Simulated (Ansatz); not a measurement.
The starting structures come from a database of crystals and need not be the phases stable at ambient conditions.

 Where the default PAW files enter, the runs use the earlier of Ansatz's two default sets.

Input:

```
CELL_PARAMETERS angstrom
      3.87647     0.00000     0.00000
      0.00000     6.84262     0.00000
      0.00000     0.00000     3.87647
ATOMIC_POSITIONS crystal
  Ca 0.50000 0.19517 0.00000
  Ca 0.00000 0.80483 0.50000
  Cl 0.00000 0.35490 0.50000
  Cl 0.50000 0.64510 0.00000
  F  0.50000 0.00000 0.50000
  F  0.00000 0.00000 0.00000
```

Space group of this cell: P4/nmm. The cell is taken as given.

Transport runs along the normal of the first two printed cell vectors, the (100) plane of the conventional cell.

The gap is the functional's own. No spin-orbit coupling. Mid-gap values are interpolated on the energy grid.

Give the band gap and the smallest decay constant κ at mid-gap that r2SCAN (Ansatz, an electronic-structure program) yields.

Gap 6.27 eV on a 8×6×8 mesh; κ = 0.436 1/Å, at the zone centre.
